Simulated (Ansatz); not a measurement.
Fermi-surface data of CoAl (R-3m)

Input:

```
AlCo
1.0
    2.82581     0.00625     0.00625
    0.00625     2.82581     0.00625
    0.00625     0.00625     2.82581
Al Co
1 1
Direct
  0.00000   0.00000   0.00000
  0.50000   0.50000   0.50000
```

The numbers are results of PBEsol, rigid bands (plane waves, PAW, scalar-relativistic; Ansatz, a first-principles code), not measurements. Condition of this run: uniaxial stress along [111] of -2 GPa (compression positive) (the target of the relaxation). How the cell was made: cell and atoms relaxed with PBEsol, then loaded as said.

```yaml
density of states at the Fermi level: 0.681 states/(eV·cell), both spins
bare Sommerfeld coefficient: 0.80 mJ/(mol of atoms·K²)
drude_plasma_energy: 4.0 eV
root-mean-square Fermi velocity: 4.5e5 m/s
resistivity times τ: 30 ×10⁻²² Ω·m·s
```

A metal at this level (no band gap); rigid bands, thermally averaged at 300 K, both spins. Spin-orbit coupling is left out. τ is one relaxation time for all states.

Treated as nonmagnetic (a ferromagnetic start lost its moment, other orders weren't tried): CoAl (R-3m).
